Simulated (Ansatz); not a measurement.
# Sn on the 1x1 (0001) surface of hcp Y, one in a 2x2 cell, started at the site 'hollow Y-Y-Y over Y at depth 2.8 Å'

Method: PBE (plane waves to 420 eV, PAW; Ansatz, a program for electronic structure).

Slab: 17 atoms, 8.4 Å thick at the start under the adsorbate (thin: gaps and levels are the slab's own); k 5x5x1, smearing 0.1 eV, dipole-corrected; 8 atoms held, the rest relaxed; held to the start's symmetry, so lower structures may exist; no spin, no spin-orbit, no U, no dispersion correction. At the end it is bonded to 3 Y. In PBE it is, or lies within 0.03 eV of, the lowest of the starts that converged.

```
Item                                                                                                                                                               Value
--------------------------------------------------------------------------------------  --------------------------------------------------------------------------------
adsorption energy against an atom of beta tin                                                                                                                 -73 kJ/mol
work function of the top face                                                                                                                                    4.40 eV
change of the work function                                                                                                                                      1.06 eV
change of the step from the bottom to the top vacuum level, against the clean slab                                                                               1.06 eV
energy released by relaxation                                                                                                                                    0.40 eV
height of the binding atom over the mean of the host atoms within 0.3 Å of the top one                                                                           2.207 Å
nearest host atoms of the binding atom                                                                                             Y at 3.06 Å, Y at 3.06 Å, Y at 3.06 Å
largest move of a host atom                                                                                                                                       0.23 Å
caution                                                                                 the clean host was not checked against rearrangement in a larger or rattled cell
cost                                                                                                                               about 5 core-minutes (a rough figure)
```

A negative adsorption energy means that the adsorbate is more stable on the surface than in its reference.
